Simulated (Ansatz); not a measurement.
**SnGeO₄ (model structure, started from the HfGeO4 type, I4₁/a, No. 88, 12 atoms in the cell)**

All values below come from PBEsol+SOC (PAW; Ansatz, an electronic-structure program).

Run with plane-wave cutoff 520 eV, 8×8×8 k mesh, Fermi–Dirac smearing 0.01 eV, PAW data made under PBE.

Cell (relaxed with PBEsol):

```xyz
12
Lattice="-2.4104 2.4104 5.3626 2.4104 -2.4104 5.3626 2.4104 2.4104 -5.3626" Properties=species:S:1:pos:R:3 pbc="T T T"
Sn     0.0000     0.0000     5.3626
Sn     2.4104     0.0000     2.6813
Ge     0.0000     0.0000     0.0000
Ge     0.0000     2.4104     2.6813
O      3.2995     1.2780    -1.8020
O      3.5428     0.8891     0.8792
O     -0.8891     1.1324     3.5605
O     -1.1324     1.5213     6.2418
O      1.5213     1.1324     4.4833
O      1.2780     1.5213     1.8020
O      0.8891     1.2780    -0.8792
O      1.1324     0.8891     7.1646
```

```yaml
band_gap: 1.23 eV (on the SCF k mesh)
```

Note: the relaxation could raise the start's symmetry but not lower it, so the cell can be a saddle point.

Computed values are for the static lattice.

A model structure was made by putting elements into a prototype or built by hand; it is no filed structure, need not be a known phase, and can be a saddle point held by its symmetry.
